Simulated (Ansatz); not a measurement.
Here is the optimised geometry of a nanostructure in its periodic cell:

```
CELL_PARAMETERS angstrom
     19.50000     0.00000     0.00000
      0.00000    19.50000     0.00000
      0.00000     0.00000    16.41000
ATOMIC_POSITIONS crystal
  Si 0.32900 0.32908 0.00799
  Si 0.39785 0.39790 0.09272
  Si 0.41958 0.26406 0.28282
  Si 0.26402 0.41975 0.28280
  Si 0.32894 0.32907 0.34131
  Si 0.39781 0.39789 0.42602
  Si 0.41960 0.26406 0.61614
  Si 0.26403 0.41975 0.61616
  Si 0.32897 0.32906 0.67465
  Si 0.39783 0.39787 0.75938
  Si 0.41961 0.26406 0.94949
  Si 0.26403 0.41974 0.94949
  Si 0.26172 0.50884 0.05552
  Si 0.32433 0.60229 0.99938
  Si 0.39200 0.67551 0.08176
  Si 0.32521 0.46895 0.17048
  Si 0.39946 0.53976 0.24760
  Si 0.26174 0.50884 0.38885
  Si 0.32432 0.60231 0.33271
  Si 0.39201 0.67549 0.41509
  Si 0.32520 0.46894 0.50382
  Si 0.39946 0.53975 0.58093
  Si 0.26174 0.50884 0.72220
  Si 0.32433 0.60229 0.66606
  Si 0.39201 0.67553 0.74840
  Si 0.32521 0.46892 0.83716
  Si 0.39946 0.53975 0.91426
  Si 0.50869 0.26170 0.05555
  Si 0.60216 0.32427 0.99942
  Si 0.67541 0.39193 0.08177
  Si 0.46884 0.32520 0.17050
  Si 0.53968 0.39945 0.24761
  Si 0.50869 0.26173 0.38885
  Si 0.60218 0.32426 0.33271
  Si 0.67543 0.39191 0.41507
  Si 0.46880 0.32522 0.50380
  Si 0.53967 0.39943 0.58091
  Si 0.50868 0.26172 0.72219
  Si 0.60216 0.32428 0.66606
  Si 0.67541 0.39192 0.74843
  Si 0.46883 0.32521 0.83716
  Si 0.53967 0.39944 0.91428
  Si 0.46557 0.46560 0.99955
  Si 0.53729 0.53731 0.07821
  Si 0.60724 0.60724 0.99398
  Si 0.60832 0.46869 0.16231
  Si 0.68012 0.53660 0.24723
  Si 0.46873 0.60839 0.16231
  Si 0.53670 0.68011 0.24726
  Si 0.46556 0.46560 0.33287
  Si 0.53729 0.53728 0.41157
  Si 0.60728 0.60722 0.32741
  Si 0.60835 0.46866 0.49563
  Si 0.68011 0.53658 0.58058
  Si 0.46873 0.60838 0.49566
  Si 0.53667 0.68014 0.58060
  Si 0.46555 0.46558 0.66619
  Si 0.53727 0.53726 0.74486
  Si 0.60724 0.60720 0.66069
  Si 0.60832 0.46868 0.82897
  Si 0.68011 0.53659 0.91389
  Si 0.46871 0.60837 0.82894
  Si 0.53665 0.68014 0.91386
  Si 0.46203 0.74708 0.99784
  Si 0.46205 0.74707 0.33121
  Si 0.46206 0.74713 0.66454
  Si 0.74702 0.46195 0.99788
  Si 0.74704 0.46193 0.33121
  Si 0.74704 0.46192 0.66452
  F  0.28024 0.28036 0.06398
  F  0.39800 0.18676 0.25766
  F  0.18670 0.39824 0.25764
  F  0.28017 0.28035 0.39728
  F  0.39800 0.18677 0.59101
  F  0.18671 0.39824 0.59102
  F  0.28022 0.28030 0.73060
  F  0.39800 0.18677 0.92434
  F  0.18671 0.39822 0.92436
  F  0.18327 0.52942 0.07633
  F  0.27231 0.64703 0.94310
  F  0.34515 0.72189 0.14193
  F  0.18330 0.52943 0.40972
  F  0.27226 0.64703 0.27646
  F  0.34518 0.72190 0.47528
  F  0.18329 0.52941 0.74304
  F  0.27227 0.64696 0.60978
  F  0.34515 0.72190 0.80859
  F  0.52928 0.18325 0.07638
  F  0.64685 0.27222 0.94314
  F  0.72178 0.34506 0.14196
  F  0.52922 0.18328 0.40973
  F  0.64684 0.27219 0.27642
  F  0.72181 0.34505 0.47525
  F  0.52924 0.18327 0.74307
  F  0.64686 0.27221 0.60982
  F  0.72177 0.34505 0.80862
  F  0.65446 0.65443 0.05318
  F  0.73086 0.58447 0.19361
  F  0.58459 0.73082 0.19362
  F  0.65452 0.65440 0.38660
  F  0.73082 0.58447 0.52693
  F  0.58459 0.73079 0.52693
  F  0.65446 0.65434 0.71996
  F  0.73084 0.58446 0.86025
  F  0.58454 0.73084 0.86022
  F  0.41618 0.79657 0.94188
  F  0.50680 0.79614 0.05569
  F  0.41623 0.79655 0.27519
  F  0.50677 0.79616 0.38909
  F  0.41623 0.79664 0.60858
  F  0.50679 0.79618 0.72247
  F  0.79651 0.41612 0.94190
  F  0.79609 0.50670 0.05576
  F  0.79653 0.41610 0.27521
  F  0.79612 0.50666 0.38909
  F  0.79653 0.41605 0.60859
  F  0.79611 0.50664 0.72243
```

Basis: localised support functions (accuracy medium) on a full density matrix. k-points: zone centre alone; occupations: fixed; spin polarisation not allowed. No spin-orbit coupling.

 The period along the axis is held at the bulk value.

Task: Is it metallic, and what gap and level positions does PBE, support functions at accuracy medium on the grid of 420 eV (Ansatz, a quantum-chemistry and plane-wave program) give?

Result: 
- electronic character = not metallic
- gap at the zone centre of the supercell (an upper bound where the edges lie off it) = 1.39 eV
- depth of the highest filled level under the vacuum level = 6.87 eV
- depth of the lowest empty level under the vacuum level = 5.48 eV
- weight of the highest filled level on the ending and the atoms that carry it = 0.67
- weight of the lowest empty level on the ending and the atoms that carry it = 0.67
